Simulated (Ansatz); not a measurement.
Given:

```xyz
2
Lattice="4.4434 0.0000 0.0000 0.0000 4.4434 0.0000 2.2217 -2.2217 3.1928" Properties=species:S:1:pos:R:3 pbc="T T T"
Te     4.4434     0.0000     3.1928
Pb     0.0000     0.0000     0.0000
```

No spin polarisation.

Computed with DFT with LDA, PAW potentials and a 420 eV plane-wave cutoff in Ansatz (a program for electronic structure), no spin-orbit coupling. Settings: 9×9×9 k-points, 0.05 eV Fermi–Dirac smearing.

Predict the in-plane stress, band gap and gap character.

The mean in-plane stress (compression positive) comes out as +2.4 GPa. The band gap is 0.49 eV and the gap character comes out as direct at N.

With Pb and Te present, leaving out spin-orbit coupling can change the band edges. The cells carry an imposed strain or load. No phonon test of stability was made. The cell was made from PbTe in the rock salt structure (space group Fm-3m, No. 225) by this change: biaxial strain −1.50 %, plane normal [001], relaxed out of plane.
